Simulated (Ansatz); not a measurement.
Take GaP in the zinc blende structure (space group F-43m, No. 216; a = 5.4385 Å) as the base.

The other end (x = 1) is InP in the zinc blende structure (space group F-43m, No. 216): 25.39 Å³/atom, gap 0.57 eV.

All numbers come from DFT with PBEsol, PAW potentials and a 420 eV plane-wave cutoff in Ansatz (a program for electronic structure), no SOC.

In replaces a fraction x of Ga; each row is one arrangement (x, atoms in the cell, starting space group or random), fully relaxed.

One change was made to it. Results:

The band gap decreases by 0.33 eV (1.45 eV → 1.12 eV); the deviation of the volume from the linear (Vegard-type) interpolation is -0.4 %; the shortest interatomic distance drops by 0.025 Å, from 2.355 Å to 2.330 Å.

Name the change that was made.
(A) x(In) = 0.75, 8 atoms, Pmm2
(B) x(In) = 0.75, 8 atoms, P-43m
(C) x(In) = 0.75, 8 atoms, Amm2
(D) x(In) = 0.5, 8 atoms, Cm
(E) x(In) = 0.25, 8 atoms, Cm

E, x(In) = 0.25, 8 atoms, Cm. For comparison, the band gap in the other runs: x(In) = 0.5, 8 atoms, Cm gives 0.98 eV; x(In) = 0.75, 8 atoms, Pmm2 gives 0.72 eV; x(In) = 0.75, 8 atoms, Amm2 gives 0.54 eV; x(In) = 0.75, 8 atoms, P-43m gives 0.77 eV.

Each cell is one ordered arrangement of few atoms, which overstates ordering effects compared with a random alloy. Stability against distortions was not tested.
